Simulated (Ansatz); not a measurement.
# CdTe under a change: isotropic strain +1.50 %

Start from CdTe in the zinc blende structure (space group F-43m, No. 216; a = 6.558 Å).

It is then changed as follows: the cell is scaled by 1.0150 in all directions, atoms relaxed at fixed cell.

Level of theory: plane-wave PAW DFT at the r2SCAN level (Ansatz, a quantum-chemistry and plane-wave program, 500 eV), without spin-orbit coupling. Γ-centred 9×9×9 mesh, Fermi–Dirac width 0.05 eV.

| quantity | base | changed | shift |
|---|---|---|---|
| volume per atom | 35.25 Å³ | 36.86 Å³ | +1.61 Å³ |
| space group | F-43m (No. 216) | F-43m (No. 216) | – |
| shortest interatomic distance | 5.366 bohr | 5.447 bohr | +0.0805 bohr |
| energy relative to the base (free energy F) | 0 meV/atom | +8.5 meV/atom | +8.5 meV/atom |
| pressure | 0.00 GPa | -1.63 GPa | -1.622 GPa |
| band gap | 1.17 eV | 1.02 eV | -0.142 eV |
| gap character | direct at Γ | direct at Γ | – |
| mean gap deformation potential ΔEg/Δln V | – | -3.2 eV | – |
| electron mass | 0.090 mₑ (at Γ) | 0.083 mₑ (at Γ) | – |
| hole mass (degenerate bands, along [100]) | 0.092, 0.55, 0.55 mₑ (at Γ) | 0.085, 0.59, 0.59 mₑ (at Γ) | – |
| valley order (the lowest conduction-band minima on the path, energy above the VBM, named in the base's zone) | Γ 1.17 eV; L along ⟨111⟩ 2.20 eV | Γ 1.02 eV; L along ⟨111⟩ 2.15 eV | – |

Final structure:

```
CELL_PARAMETERS angstrom
      0.00000     3.32808     3.32808
      3.32808     0.00000     3.32808
      3.32808     3.32808     0.00000
ATOMIC_POSITIONS crystal
  Cd 0.00000 0.00000 0.00000
  Te 0.25000 0.25000 0.25000
```

Spin-orbit coupling, missing from the scalar runs, can matter with Te. Masses are band curvatures over ±0.01 Å⁻¹ around the edge. Stability against distortions was not tested.
